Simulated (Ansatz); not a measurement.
C11b WSi2 was calculated with PBEsol (plane waves, PAW; Ansatz, a first-principles code).

Settings: plane-wave cutoff 520 eV, 24×24×24 k mesh, Fermi–Dirac smearing 0.05 eV, no spin polarisation, scalar-relativistic PAW data made under PBE.

Shape and atoms are relaxed at each volume.

Pressure at four volumes; x = ln(V/13.360 Å³). One pressure is withheld.

```tsv
V (Å³/atom)	x	P (GPa)
12.826	-0.0408	10.31
13.360	0.0000	0.00
13.627	0.0198	-4.39
13.894	0.0392	?
```

Question: Pass a parabola P(x) through the three rows shown, estimate the bulk modulus and its pressure derivative near zero pressure, and predict the withheld pressure.

Answer: Slopes between the rows: (0.00 − (10.31))/(0.0000 − (-0.0408)) = -252.70 and (-4.39 − (0.00))/(0.0198 − (0.0000)) = -221.72 GPa. Their difference over the span 0.0606 is c = 30.98/0.0606 = 511.2 GPa, so P(x) = 10.31 + (-252.70)(x − (-0.0408)) + 511.2 (x − (-0.0408))(x − (0.0000)). At the middle row B = −dP/dx = −[-252.70 + 511.2 × 0.0408] = 231.8 GPa, and B′ = dB/dP = 2c/B = 4.4. At x = 0.0392 the parabola gives -8.30 GPa; the run gives -8.33 GPa. The Birch–Murnaghan fit to the energies at all volumes has B0 = 231 GPa and B′ = 4.4.

Spin–orbit coupling is not included.
